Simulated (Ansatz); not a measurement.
Results of LDA in Ansatz (plane waves, PAW) for cubic perovskite EuTiO3.

Settings: plane-wave cutoff 520 eV, 14×14×14 k mesh, Fermi–Dirac smearing 0.05 eV, spin-polarised with parallel moments, scalar-relativistic PAW data made under PBE.

Energies at three volumes about the minimum:

```json
[
 {"V (Å³/atom)": "11.094", "E − E_lowest (meV/atom)": "3.08"},
 {"V (Å³/atom)": "11.321", "E − E_lowest (meV/atom)": "0.00"},
 {"V (Å³/atom)": "11.547", "E − E_lowest (meV/atom)": "2.87"}
]
```

Question: Fit a parabola by hand: where is the minimum, and what is the bulk modulus?

Answer: Slopes: (0.00 − 3.08)/(11.321 − 11.094) = -13.568 and (2.87 − 0.00)/(11.547 − 11.321) = 12.699 meV/Å³. Curvature E″ = 2 × (12.699 − (-13.568))/(11.547 − 11.094) = 115.969 meV/Å⁶. From the middle of the first interval, the slope vanishes at V0 = 11.2075 − (-13.568)/115.969 = 11.324 Å³/atom. B = V0 E″ = 11.324 × 115.969 meV/Å³ × 0.1602 GPa per meV/Å³ = 210 GPa. The full Birch–Murnaghan fit to all volumes gives V0 = 11.321 Å³/atom and B0 = 210 GPa.

Measured, for comparison: equilibrium volume per atom 11.91 Å³/atom (temperature not stated, not corrected to a static lattice, from a published cell, temperature and pressure not stated; as tabulated in Acta Crystallographica 6, 67 (1953)). Computed less measured: equilibrium volume per atom -5.0 %.

Note: the magnetic order was assumed, not searched for or taken from measurement; the relaxation could not lower the start's symmetry, so the cell can be a saddle point above a distorted one; the 4f shell is treated without U or exact exchange, so its levels and filling can be wrong; functionals without U or exact exchange can leave correlated insulators metallic, so the missing gap need not be real.

Ansatz is a program for electronic structure.
